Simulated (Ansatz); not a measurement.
BaHfO3, response to strain

Base system: BaHfO3 in the cubic perovskite structure (space group Pm-3m, No. 221; a = 4.2062 Å).

Strains are applied to the cell and any free atomic positions relax.

Method: Ansatz (a first-principles code), PBE, PAW, cutoff 420 eV, without spin-orbit coupling.

Notes on the quantities. electron mass: degenerate bands, along [100]; energy relative to the base: free energy F.

| change | electron mass | band gap | energy relative to the base |
|---|---|---|---|
| base | 0.35, 0.35, 2.3 mₑ (at Γ) | 3.62 eV | 0 meV/atom |
| isotropic strain +0.60 % | 0.35, 0.35, 2.4 mₑ (at Γ) | 3.58 eV | +2.3 meV/atom |
| isotropic strain +1.20 % | 0.36, 0.36, 2.4 mₑ (at Γ) | 3.54 eV | +9.0 meV/atom |
| isotropic strain +1.80 % | 0.36, 0.36, 2.4 mₑ (at Γ) | 3.50 eV | +20 meV/atom |
| isotropic strain +2.40 % | 0.37, 0.37, 2.5 mₑ (at Γ) | 3.46 eV | +34 meV/atom |
| isotropic strain +3.00 % | 0.37, 0.37, 2.5 mₑ (at Γ) | 3.42 eV | +53 meV/atom |

Spin-orbit coupling, missing from the scalar runs, can matter with Hf. Effective masses come from finite differences of ±0.01 Å⁻¹. Stability against distortions was not tested.
